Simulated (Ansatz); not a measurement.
Take PbSe in the rock salt structure (space group Fm-3m, No. 225) as the base.

```yaml
crystal:
  lattice:
    - [0.00000, 3.05080, 3.05080]
    - [3.05080, 0.00000, 3.05080]
    - [3.05080, 3.05080, 0.00000]
  atoms:
    - { symbol: Pb, position: [0.00000, 0.00000, 0.00000] }
    - { symbol: Se, position: [0.50000, 0.50000, 0.50000] }
```

Cartesian axes are those of the cell as printed.

All numbers come from PBEsol (Ansatz, a program for electronic structure), no SOC.

Strains are applied to the cell and any free atomic positions relax; under biaxial strain the out-of-plane vector relaxes too.

One change was made to it. Results:

```json
[
 {"quantity": "energy relative to the base (free energy F)", "base": "0 meV/atom", "after": "+7.8 meV/atom"},
 {"quantity": "shortest interatomic distance", "base": "305.1 pm", "after": "307.5 pm"},
 {"quantity": "pressure (mean of the normal stresses, compression positive)", "base": "0.0 GPa", "after": "-1.1 GPa"},
 {"quantity": "band gap", "base": "0.17 eV", "after": "zero"}
]
```

**Question.** Which change produced these results?
(A) biaxial strain +1.67 %, plane normal [111], relaxed out of plane
(B) biaxial strain +2.50 %, plane normal [111], relaxed out of plane
(C) biaxial strain −0.83 %, plane normal [111], relaxed out of plane
(D) biaxial strain +1.25 %, plane normal [111], relaxed out of plane
(E) biaxial strain −1.67 %, plane normal [111], relaxed out of plane

**Answer.** B, biaxial strain +2.50 %, plane normal [111], relaxed out of plane. For comparison, the energy relative to the base in the other runs: biaxial strain +1.25 %, plane normal [111], relaxed out of plane gives +2.0 meV/atom; biaxial strain −1.67 %, plane normal [111], relaxed out of plane gives +3.7 meV/atom; biaxial strain +1.67 %, plane normal [111], relaxed out of plane gives +3.5 meV/atom; biaxial strain −0.83 %, plane normal [111], relaxed out of plane gives +0.9 meV/atom.

The mesh was chosen for an insulator and is coarse for the gapless case. Spin-orbit coupling, missing from the scalar runs, can matter with Pb. Stability against distortions was not tested. All final runs are without spin polarisation. Gaps under 0.05 eV, about the width of the smearing, are given as zero. The zero or small gap of PbSe can change with the level of theory.
